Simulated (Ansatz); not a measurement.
A computed series for Ta2N: pressure series

The reference is Ta₂N in the anti-CdI2 type structure (space group P-3m1, No. 164; a = 3.067 Å, c = 4.884 Å).

Cell and atoms are relaxed at each pressure.

The values are results of Kohn–Sham DFT with the r2SCAN+rVV10 functional, run in Ansatz (an electronic-structure program) with PAW and 500 eV plane waves, without spin-orbit coupling, not measurements.

Notes on the quantities. enthalpy: H = E + PV relative to the base's energy.

| variant | volume per atom | enthalpy | c/a ratio |
|---|---|---|---|
| base | 13.26 Å³ | – | 1.593 |
| pressure −2 GPa | (withheld) | -0.17 eV/atom | 1.592 |
| pressure −1 GPa | 13.31 Å³ | -0.08 eV/atom | 1.592 |
| pressure 3 GPa | 13.13 Å³ | +0.25 eV/atom | 1.594 |
| pressure 7 GPa | 12.97 Å³ | +0.57 eV/atom | 1.596 |
| pressure 15 GPa | 12.67 Å³ | +1.21 eV/atom | 1.600 |
| pressure 30 GPa | 12.19 Å³ | +2.38 eV/atom | 1.604 |
| pressure 50 GPa | 11.67 Å³ | +3.86 eV/atom | 1.609 |
| pressure 75 GPa | 11.14 Å³ | +5.64 eV/atom | 1.614 |
| pressure 100 GPa | 10.70 Å³ | +7.34 eV/atom | 1.618 |

**Question.** Complete the table.

**Answer.** 
- pressure −2 GPa, volume per atom: 13.35 Å³

Load acts through the strain it causes; cell and atoms are relaxed under it. Stability against distortions was not tested. Competing high-pressure phases were not computed. All final runs are without spin polarisation. An odd electron count without spin: Ta2N.
